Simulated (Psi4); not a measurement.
Psi4 1.11, PBE/def2-svp: Mo(O)(S)(F)(NH2) ([NH2][Mo](=[O])([F])=[S]), 7 atoms. The geometry is a generated start, not checked to be a minimum at this level.

```json
{
 "task": "energy",
 "method": "pbe",
 "basis": "def2-svp",
 "memory": "3 GB",
 "maxiter": "100",
 "keys_of_the_molecule_block": "symmetry c1",
 "scf_type": "df (default)",
 "guess": "auto, which took SAD (default)",
 "scf_initial_accelerator": "adiis (default)",
 "e_convergence": "1e-06 (default)",
 "d_convergence": "1e-06 (default)",
 "dft_radial_points": "75 (default)",
 "dft_spherical_points": "302 (default)",
 "effective_core_potentials": "those of the basis set, past Kr",
 "basis_functions": "101",
 "grid_points": "152056"
}
```

```xyz
7

Mo     0.0350    -0.1235     0.7379
O      0.9993     0.9746     1.4771
S      0.9742    -2.0478     0.6426
F     -1.5679    -0.4080     1.4848
N     -0.1434     0.4154    -1.0635
H     -0.0418     1.3770    -1.3972
H     -0.2553    -0.1877    -1.8817
```

Charge 0 and multiplicity 1 are set for this test and not shown to be the ground state.

One run each on 2 threads. Values of diis_max_vecs tried: 3, 6, 10 (default), 20.

### Question
Which value of diis_max_vecs needs the fewest SCF iterations, and what happens away from it?

### Answer
Fewest SCF iterations, within one of each other: 10 (default) with 13, 20 with 13. The count rises to 16 at 6. The run ends without SCF convergence in 100 iterations at 3.

```json
[
 {"diis_max_vecs": "3", "SCF iterations": "100", "end": "no convergence"},
 {"diis_max_vecs": "6", "SCF iterations": "16", "end": "same solution"},
 {"diis_max_vecs": "10 (default)", "SCF iterations": "13", "end": "same solution"},
 {"diis_max_vecs": "20", "SCF iterations": "13", "end": "same solution"}
]
```
